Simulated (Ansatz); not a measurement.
Take SrO in the rock salt structure (space group Fm-3m, No. 225; a = 5.1599 Å) as the base.

Calculations: Ansatz (an electronic-structure program), r2SCAN, PAW, cutoff 500 eV, no spin-orbit coupling.

For the base:

| Quantity | Value |
|---|---|
| Volume per atom | 17.17 Å³ |

Modification: cell and atoms relaxed at a pressure of 1.5 GPa.

Predict the new volume per atom.

The volume per atom shrinks by 0.26 Å³ to 16.91 Å³.

Load acts through the strain it causes; cell and atoms are relaxed under it. Stability against distortions was not tested.
